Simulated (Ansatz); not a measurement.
# A computed series for Ir: response to strain

Take Ir in the fcc (Cu type) structure (space group Fm-3m, No. 225; relaxed with 0.1 eV smearing) as the base.

```yaml
crystal:
  lattice:
    - [0.00000, 1.90592, 1.90592]
    - [1.90592, 0.00000, 1.90592]
    - [1.90592, 1.90592, 0.00000]
  atoms:
    - { symbol: Ir, position: [0.00000, 0.00000, 0.00000] }
```

Cartesian axes are those of the cell as printed.

Strains are applied to the cell and any free atomic positions relax; under biaxial strain the out-of-plane vector relaxes too.

Method: LDA/PAW in Ansatz (a program for electronic structure), without spin-orbit coupling.

```tsv
biaxial strain, plane normal [111], relaxed out of plane (%)	out-of-plane strain (%)
0	0.00
0.42	-0.22
0.83	-0.44
1.25	-0.66
1.67	?
2.08	-1.08
2.5	-1.30
```

### Question
Fit ε⊥ = −νε + γε² (strains in %) to the rows shown and predict the withheld row.

### Answer
Least squares on the printed values gives ν = 0.53 (the biaxial Poisson response) and γ = 0.005 (largest residual 0.00 %); this predicts -0.87 %, and the run gives -0.87 %, in agreement.

Stability against distortions was not tested. The final runs are not spin-polarised.
